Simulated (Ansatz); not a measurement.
# ZnS: pressure series

The reference is ZnS in the zinc blende structure (space group F-43m, No. 216; a = 5.357 Å).

Cell and atoms are relaxed at each pressure.

Method: PBEsol/PAW in Ansatz (an electronic-structure program), no SOC.

Candidates:
(a) pressure 15 GPa
(b) pressure 2.1 GPa
(c) pressure −2 GPa

Base values:

- Band gap: 2.09 eV

Order them by band gap, lowest first.

(c) pressure −2 GPa (1.97 eV), (b) pressure 2.1 GPa (2.20 eV), (a) pressure 15 GPa (2.70 eV)

Load acts through the strain it causes; cell and atoms are relaxed under it. Whether these cells are dynamically stable was not tested. Measured, ZnS leaves this structure (for rock salt) near 14.7 GPa (temperature not stated; as listed in Datta, Sujoy, Jana, Debnarayan, arXiv (2020)), on rising pressure, with hysteresis.
